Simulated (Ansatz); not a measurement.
The reference is MgS in the rock salt structure (space group Fm-3m, No. 225; a = 5.205 Å). Axes: x, y, z lie along the cube axes.

All numbers come from plane-wave PAW DFT at the r2SCAN level (Ansatz, a program for electronic structure, 500 eV), no spin-orbit coupling, earlier PAW set.

It is then changed as follows: tensor shear ε_xz = +0.49 % (engineering shear γ = 0.0098), atoms relaxed at fixed cell.

### Question
Predict the stress tensor and what it implies for the stiffness.

### Answer
Stress of the strained cell less that of the base (GPa, compression positive):
```
   0.00    0.00   -0.59
   0.00    0.00    0.00
  -0.59    0.00    0.00
```

Then −Δσ/γ with γ = 2ε = 0.0098 gives relaxed-ion elastic constants: C55 ≈ 60 GPa.

No phonon test of stability was made.
